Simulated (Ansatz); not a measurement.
The structure below was relaxed with PBEsol (Ansatz, a first-principles code), without spin-orbit coupling.

```
ReSe2
1.0
   -2.73336     5.10960     2.80636
    2.73336    -5.10960     2.80636
    2.73336     5.10960    -2.80636
Se Re
4 2
Direct
  0.86798   0.75714   0.62512
  0.36798   0.74286   0.11084
  0.63202   0.25714   0.88916
  0.13202   0.24286   0.37488
  0.75000   0.75000   0.00000
  0.25000   0.25000   0.00000
```

Question: Find the space group and the Wyckoff positions.

Answer: Space group Ibam (No. 72); a = 5.467 Å, b = 10.219 Å, c = 5.613 Å, α = β = γ = 90.00°

| atom | site | symmetry | x | y | z |
|---|---|---|---|---|---|
| Se | 8j | ..m | 0.2429 | 0.1320 | 0.0000 |
| Re | 4a | 222 | 0.0000 | 0.0000 | 0.2500 |

No phonon test of stability was made. All final runs are without spin polarisation. The cell was made from SiSe2 by this change: Si → Re; the result is a hypothetical phase, not in the database extracts checked. No dispersion term is included in the PBEsol runs.
